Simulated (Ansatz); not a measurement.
## RhSi, response to strain

Start from RhSi (space group P2_13, No. 198; a = 4.673 Å; a cell from a computed database, its experimental status unchecked). Axes: x, y, z lie along the cube axes.

Strains are applied to the cell and any free atomic positions relax; under biaxial strain the out-of-plane vector relaxes too.

Method: PBEsol (Ansatz, a quantum-chemistry and plane-wave program), scalar-relativistic without spin-orbit coupling, earlier PAW set.

Candidates:
(a) uniaxial strain ε_zz = +4.79 %
(b) uniaxial strain ε_xx = +2.61 %
(c) biaxial strain −3.29 %, plane normal [110], relaxed out of plane

Notes on the quantities. energy relative to the base: free energy F.

Order them by energy relative to the base, highest first.

(c) biaxial strain −3.29 %, plane normal [110], relaxed out of plane (+36 meV/atom), (a) uniaxial strain ε_zz = +4.79 % (+27 meV/atom), (b) uniaxial strain ε_xx = +2.61 % (+8.9 meV/atom)

Without a gap, meshes like the base's 10×10×10 leave anisotropic stresses uncertain by several tenths of a GPa, and small strain energies with them. No phonon test of stability was made. All final runs are without spin polarisation.
